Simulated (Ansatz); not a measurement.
TiTe2 under a change: Te vacancy, symmetric start

Take a 9-atom supercell of TiTe₂ in the CdI2 type structure (space group P-3m1, No. 164; a = 3.618 Å, c = 6.225 Å; layered, stacked along the Cartesian z axis) at its relaxed geometry as the base.

The change: a neutral Te vacancy, symmetric start, atoms relaxed at fixed cell.

Calculations: plane-wave PAW DFT at the PBEsol-D3(BJ) level (Ansatz, a program for electronic structure, 420 eV), scalar-relativistic without spin-orbit coupling. Γ-centred 7×7×7 mesh, Fermi–Dirac width 0.05 eV.

```json
[
 {"quantity": "pressure", "base": "0.0 GPa", "changed": "0.8 GPa", "shift": "+0.74 GPa"}
]
```

Final structure:

```yaml
crystal:
  lattice:
    - [5.42663, -3.13307, 0.00000]
    - [0.00000, 6.26613, 0.00000]
    - [-1.80888, -3.13307, 6.22483]
  atoms:
    - { symbol: Ti, position: [0.99820, 0.95569, 0.99273] }
    - { symbol: Ti, position: [0.62415, 0.32786, 0.99273] }
    - { symbol: Ti, position: [0.37037, 0.70191, 0.99273] }
    - { symbol: Te, position: [0.76053, 0.85439, 0.28159] }
    - { symbol: Te, position: [0.42905, 0.19144, 0.28716] }
    - { symbol: Te, position: [0.59340, 0.83443, 0.72506] }
    - { symbol: Te, position: [0.22397, 0.15071, 0.72506] }
    - { symbol: Te, position: [0.90769, 0.46500, 0.72506] }
```

The cell is small, so the values are those of an ordered compound at a high defect concentration; dilute-limit values will differ. The defect started on the symmetric site and kept its symmetry, so it may sit on a saddle. All final runs are without spin polarisation. The defect cell is not spin-polarised.
